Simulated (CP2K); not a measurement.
Worked example: self-consistent single point of SrZn2 (P1, 6 atoms in the cell) in CP2K.

Method: PBEsol, GPW, DZVP-MOLOPT-SR-GTH basis, GTH-PBE potentials (GTH_POTENTIALS) (CP2K).

The change in words: atoms moved at random. Reference geometry:
```
CELL_PARAMETERS angstrom
      5.94996     0.00000     0.00000
     -0.99355     5.86642     0.00000
     -0.90419    -4.26306     4.05102
ATOMIC_POSITIONS crystal
  Sr 0.30347 0.05347 0.25000
  Sr 0.69653 0.94653 0.75000
  Zn 0.73249 0.66359 0.06890
  Zn 0.26751 0.33641 0.93110
  Zn 0.09469 0.66359 0.43110
  Zn 0.90531 0.33641 0.56890
```

Reference input (self-consistent single point, DFT PBEsol, GPW, DZVP-MOLOPT-SR-GTH basis, GTH-PBE potentials (GTH_POTENTIALS)): CUTOFF = 600 Ry; REL_CUTOFF = 40 Ry; SMEAR/METHOD = GAUSSIAN; SIGMA = 0.136 eV; KPOINTS/SCHEME = MONKHORST-PACK 4 4 4; GAMMA_CENTERED = T; XC_FUNCTIONAL = PBE:PBESOL; Sr/BASIS_SET = DZVP-MOLOPT-SR-GTH; Sr/POTENTIAL = GTH-PBE-q10; Zn/BASIS_SET = DZVP-MOLOPT-SR-GTH; Zn/POTENTIAL = GTH-PBE-q12; METHOD = GPW. This run's input differs from it in these lines:

```diff
@@ -73,8 +73,8 @@
       SCALED
-      Sr       0.30347000     0.05347000     0.25000000
-      Sr       0.69653000     0.94653000     0.75000000
-      Zn       0.73249000     0.66359000     0.06890000
-      Zn       0.26751000     0.33641000     0.93110000
-      Zn       0.09469000     0.66359000     0.43110000
-      Zn       0.90531000     0.33641000     0.56890000
+      Sr       0.29886400     0.03979800     0.25114800
+      Sr       0.69068800     0.94252400     0.74536200
+      Zn       0.73987200     0.67415400     0.07358000
+      Zn       0.26902000     0.34966600     0.94235400
+      Zn       0.09081400     0.64280100     0.41066000
+      Zn       0.91074200     0.35105700     0.57689600
     &END COORD
```

The program printed (abridged):

```
 SCF WAVEFUNCTION OPTIMIZATION

  Step     Update method      Time    Convergence         Total energy    Change
     1 NoMix/Diag. 0.20E+00      -     1.75972018      -303.6063864576 -3.04E+02
     2 Broy./Diag. 0.20E+00      -     0.03125421      -304.9079291124 -1.30E+00
     3 Broy./Diag. 0.20E+00      -     0.02545382      -303.6910854786  1.22E+00
     4 Broy./Diag. 0.20E+00      -     0.00594208      -302.9388207417  7.52E-01
     5 Broy./Diag. 0.20E+00      -     0.00296374      -302.8280491284  1.11E-01
     6 Broy./Diag. 0.20E+00      -     0.00093245      -302.9021656064 -7.41E-02
   [... 4 lines left out ...]
    11 Broy./Diag. 0.20E+00      -     0.00000894      -302.9092490829 -1.76E-04
    12 Broy./Diag. 0.20E+00      -     0.00000521      -302.9091549542  9.41E-05
    13 Broy./Diag. 0.20E+00      -     0.00000133      -302.9091650289 -1.01E-05
    14 Broy./Diag. 0.20E+00      -     0.00000076      -302.9091607447  4.28E-06
  *** SCF run converged in    14 steps ***

  Overlap energy of the core charge distribution:               0.00000000037286
  Self energy of the core charge distribution:               -436.14067316412343
  Core Hamiltonian energy:                                    126.97687589423639
  Hartree energy:                                              50.13884115736555
  Exchange-correlation energy:                                -43.88298677474216
  Smearing free energy correction:                             -0.00121785621719
  Fermi energy:                                                 0.20532546744087

  Total energy:                                              -302.90916074467555
  Total energy (extrapolated to sigma->0):                   -302.90855181656696

                     Mulliken Population Analysis

   [... lines left out ...]

 STRESS| Analytical stress tensor [bar]
 STRESS|                        x                   y                   z
 STRESS|      x       -1.34053061518E+04   1.06725868202E+03  -1.07719267726E+03
 STRESS|      y        1.06725868202E+03  -9.96690258488E+03   3.72686716240E+03
 STRESS|      z       -1.07719267726E+03   3.72686716240E+03  -7.86990431936E+03
 STRESS| 1/3 Trace                                            -1.04140376854E+04
```

The run converged in 14 iterations. Against the reference run the free energy goes up by 8.0 meV/atom, the pressure goes from -1.30 to -1.04 GPa and the largest force goes from 0.075 to 0.358 eV/Å.

The starting cell comes from a database of computed structures (which also holds hypothetical and non-ambient phases and stackings), without a prior relaxation at this level. Its lattice was rescaled by a random factor within 2.5 % of one. For this run, on top of that: atoms moved at random. Values carry the incompleteness of an atom-centred basis. The potentials were made for another functional than the one used.

Cost on one core of a shared machine: roughly 2 min.
